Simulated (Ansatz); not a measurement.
**Ta2O5, pressure series**

Consider Ta$_{2}$O$_{5}$ (space group C2, No. 5; a = 5.924 Å, b = 5.076 Å, c = 5.749 Å, α = γ = 90.00°, β = 117.45°; a cell from a computed database, its experimental status unchecked).

Cell and atoms are relaxed at each pressure.

Calculations: PBEsol in Ansatz (plane waves to 420 eV, PAW, no spin-orbit coupling).

Two rows of this table had their results exchanged by mistake.

```json
[
 {"pressure": "pressure −1 GPa", "volume per atom (Å³)": "11.11", "shortest distance (Å)": "1.896", "band gap": "2.41 eV"},
 {"pressure": "pressure 0.3 GPa", "volume per atom (Å³)": "10.92", "shortest distance (Å)": "1.898", "band gap": "2.40 eV"},
 {"pressure": "pressure 0.7 GPa", "volume per atom (Å³)": "10.87", "shortest distance (Å)": "1.898", "band gap": "2.39 eV"},
 {"pressure": "pressure 1.5 GPa", "volume per atom (Å³)": "10.78", "shortest distance (Å)": "1.899", "band gap": "2.36 eV"},
 {"pressure": "pressure 3 GPa", "volume per atom (Å³)": "10.18", "shortest distance (Å)": "1.914", "band gap": "2.16 eV"},
 {"pressure": "pressure 5 GPa", "volume per atom (Å³)": "10.45", "shortest distance (Å)": "1.904", "band gap": "2.24 eV"},
 {"pressure": "pressure 7.5 GPa", "volume per atom (Å³)": "10.64", "shortest distance (Å)": "1.901", "band gap": "2.31 eV"}
]
```

Which two?

The rows for pressure 3 GPa and pressure 7.5 GPa: the volume has to fall steadily with pressure, so 10.64 Å³ belongs to pressure 3 GPa and 10.18 Å³ to pressure 7.5 GPa.

With Ta present, leaving out spin-orbit coupling can change the band edges. Load acts through the strain it causes; cell and atoms are relaxed under it. No phonon test of stability was made. Competing high-pressure phases were not computed.

Ansatz is a first-principles code.
